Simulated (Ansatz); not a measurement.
The starting structures come from a database of crystals and need not be the phases stable at ambient conditions.

The decay constant κ of evanescent states in the gap governs leakage through a thin film.

```
CELL_PARAMETERS angstrom
      3.89160     0.00000     0.00000
      0.00000     9.37126     0.00000
      1.94580    -2.01803     9.38395
ATOMIC_POSITIONS crystal
  Cs 0.50000 0.50000 0.00000
  In 0.00000 0.00000 0.00000
  In 0.65091 0.06633 0.69818
  In 0.34909 0.93367 0.30182
  In 0.70964 0.65986 0.58072
  In 0.29036 0.34014 0.41928
  S  0.16703 0.51621 0.66594
  S  0.83297 0.48379 0.33406
  S  0.07889 0.19448 0.84222
  S  0.92111 0.80552 0.15778
  S  0.41845 0.13771 0.16310
  S  0.58155 0.86229 0.83690
  S  0.23550 0.84760 0.52900
  S  0.76450 0.15240 0.47100
```

Space group of this cell: C2/m. The cell is taken as given.

Transport runs along the normal of the first two printed cell vectors.

No gap correction and no spin-orbit coupling; mid-gap values are interpolated between computed energies.

Task: State the band gap and the smallest decay constant κ at mid-gap according to r2SCAN in Ansatz (a quantum-chemistry and plane-wave program).

Result: Gap 1.88 eV on a 8×4×8 mesh; κ = 0.168 1/Å, at the zone centre.
